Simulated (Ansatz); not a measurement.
Given:

End structure of a constructed model of the (000-1) surface of wurtzite CdS, S-terminated, 2x2 S adatom at T1 (bottom of the slab: 2 H on 4 bottom sites):

```xyz
35
Lattice="8.3926 0.0000 0.0000 -4.1963 7.2682 0.0000 0.0000 0.0000 31.5000" Properties=species:S:1:pos:R:3 pbc="T T T"
Cd     2.2254     1.1379     9.5954
Cd     6.2566     1.2331    10.6123
Cd    -0.0377     4.8674    10.6123
Cd     4.3236     4.7720     9.5959
S      0.0854     2.3735    10.8364
S      4.1292     2.4607    10.8625
S     -2.1646     6.0960    10.8625
S      2.1834     6.0077    10.8359
Cd     0.0000     2.4227    13.4260
Cd     4.1963     2.4227    13.4260
Cd    -2.0982     6.0569    13.4260
Cd     2.0982     6.0569    13.4260
S      2.0982     1.2114    14.2695
S      6.2945     1.2114    14.2695
S      0.0000     4.8455    14.2695
S      4.1963     4.8455    14.2695
Cd     2.1002     1.2102    16.8293
Cd     6.2912     1.2060    16.8623
Cd     0.0030     4.8510    16.8623
Cd     4.1934     4.8472    16.8334
S      0.0039     2.4205    17.6911
S      4.1912     2.4226    17.6954
S     -2.1006     6.0614    17.6954
S      2.1006     6.0555    17.6600
Cd    -0.2577     2.5716    20.2635
Cd     4.4557     2.5734    20.2646
Cd    -2.0989     5.7569    20.2646
Cd     2.1008     6.0554    20.2621
S      2.0987     1.2111    21.1463
S      6.2956     1.1671    21.1813
S      0.0389     4.8667    21.1813
S      4.1592     4.8669    21.1879
H      2.0936     1.2140     7.8944
H      4.1950     4.8463     7.8946
S      2.0986     1.2111    23.0990
```

Model: 35-atom slab, 15.1 Å thick at the start with caps and adatoms, 3x3x1 mesh, Fermi-Dirac 0.025 eV, dipole correction, 8 atoms held, the rest relaxed; symmetry of the start imposed; no spin (in PBE a spin-polarised start ends 0.24 eV a cell lower), no spin-orbit, no U. The slab shows no gap over 0.04 eV on its mesh. In PBE it lies 0.06 eV a 1x1 cell over the lowest computed structure of the same composition (2x2 S adatom at T1, spin-polarised start).

### Question
Estimate the work function of the top face that PBE run with Ansatz (a quantum-chemistry and plane-wave program) returns for this input.

### Answer
6.23 eV
